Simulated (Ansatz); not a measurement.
# Hypothetical rock salt BP: pressure series

Start from BP in the rock salt structure (space group Fm-3m, No. 225; a = 4.3206 Å; a hypothetical phase, not in the database extracts checked).

Cell and atoms are relaxed at each pressure.

Levels (all Ansatz, a program for electronic structure, PAW): PBE (420 eV, spin-orbit coupling left out); PBEsol (420 eV, without spin-orbit coupling).

The base cell above is that of PBE; each level relaxes its own structures.

```tsv
case	lattice parameter a, PBE	lattice parameter a, PBEsol
pressure −2 GPa	4.339 Å	4.306 Å
pressure −1 GPa	4.329 Å	4.297 Å
pressure 0.3 GPa	4.318 Å	4.286 Å
pressure 0.7 GPa	4.314 Å	4.283 Å
pressure 1.5 GPa	4.308 Å	4.276 Å
pressure 3 GPa	4.295 Å	4.265 Å
pressure 5 GPa	4.279 Å	4.249 Å
pressure 7.5 GPa	4.260 Å	4.231 Å
pressure 10 GPa	4.242 Å	4.214 Å
```

PBE lies above PBEsol in every row, by 0.028 Å to 0.033 Å. They put the cases in the same order.

Load acts through the strain it causes; cell and atoms are relaxed under it. No phonon test of stability was made. Competing high-pressure phases were not computed. All final runs are without spin polarisation.
